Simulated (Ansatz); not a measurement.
The reference is MoSi$_{2}$ (space group I4/mmm, No. 139; a = 3.190 Å, c = 7.822 Å; relaxed with 0.1 eV smearing). Axes: x, y, z lie along a, b, c of the conventional cell.

Calculations: PBEsol (Ansatz, a first-principles code), no spin-orbit coupling.

Modification: uniaxial strain ε_zz = −1.50 %, all other strain components held at zero; the atoms relax in the strained cell.

### Question
Predict the stress tensor and what it implies for the stiffness.

### Answer
Stress of the strained cell less that of the base (GPa, compression positive):
```
    1.5     0.0     0.0
    0.0     1.5     0.0
    0.0     0.0     8.3
```

Then −Δσ_ii/ε with ε = -0.0150 gives secant stiffness values (nonlinear terms included at this strain): C33 ≈ 556 GPa, C13 ≈ 100 GPa and C23 ≈ 100 GPa.

As a check, the harmonic strain energy −½ V₀ Δσ:ε is 5.2 meV/atom; the computed energy rise is 5.1 meV/atom.

Whether these cells are dynamically stable was not tested. All final runs are without spin polarisation.
